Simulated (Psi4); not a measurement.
Psi4 1.11, PBE0/def2-svpd: C[N]C(C)=O, charge -1, multiplicity 1, 11 atoms. The geometry is a generated start, not checked to be a minimum at this level.

| Quantity | Value |
|---|---|
| task | energy |
| method | pbe0 |
| basis | def2-svpd |
| memory | 3 GB |
| maxiter | 100 |
| keys of the molecule block | symmetry c1 |
| scf_type | df (default) |
| e_convergence | 1e-06 (default) |
| d_convergence | 1e-06 (default) |
| dft_radial_points | 75 (default) |
| dft_spherical_points | 302 (default) |
| basis functions | 151 |
| grid points | 236095 |

```xyz
11

C      1.5008     0.2204     0.0875
N      0.6832     0.1820    -1.0839
C     -0.5979    -0.0210    -0.9863
C     -1.2526    -0.2197     0.4278
O     -1.3742    -0.0701    -1.9628
H      2.4972     0.5839    -0.2082
H      1.1322     0.8974     0.8843
H      1.6436    -0.7753     0.5565
H     -2.3154    -0.4216     0.3011
H     -1.1311     0.6800     1.0338
H     -0.7858    -1.0559     0.9503
```

Charge -1 and multiplicity 1 are set for this test and not shown to be the ground state.

With the defaults (diis = true, scf_initial_accelerator = adiis, damping_percentage = 0, guess = auto, which took SAD, level_shift = 0, level_shift_cutoff = 0.01, diis_max_vecs = 10, soscf = false, soscf_start_convergence = 0.01, diis_start = 1) it converges in 10 SCF iterations. One run each on 2 threads, with these changes:
- guess = core
- guess = huckel
- diis = false, scf_initial_accelerator = none, damping_percentage = 60
- diis_start = 4
- guess = sap
- soscf = true, soscf_start_convergence = 0.1
- diis_max_vecs = 20
- level_shift = 0.1, level_shift_cutoff = 0.001
- guess = modhuckel

Task: Which runs fail or end elsewhere than the default run?

Result: No convergence: diis = false, scf_initial_accelerator = none, damping_percentage = 60 (the run ends without SCF convergence in 100 iterations). The rest reach the solution of the defaults.

```tsv
setting	SCF iterations	JK calls	end
soscf = true, soscf_start_convergence = 0.1	8	34	same solution
level_shift = 0.1, level_shift_cutoff = 0.001	9	10	same solution
the defaults	10	11	same solution
guess = modhuckel	10	33	same solution
diis_max_vecs = 20	10	11	same solution
guess = huckel	10	33	same solution
guess = sap	11	11	same solution
guess = core	14	14	same solution
diis_start = 4	18	19	same solution
diis = false, scf_initial_accelerator = none, damping_percentage = 60	100	101	no convergence
```

An SOSCF iteration holds several JK calls; a Hückel guess adds calls on atoms. 1 further run of the study ended by our limits or in an error and is left out.
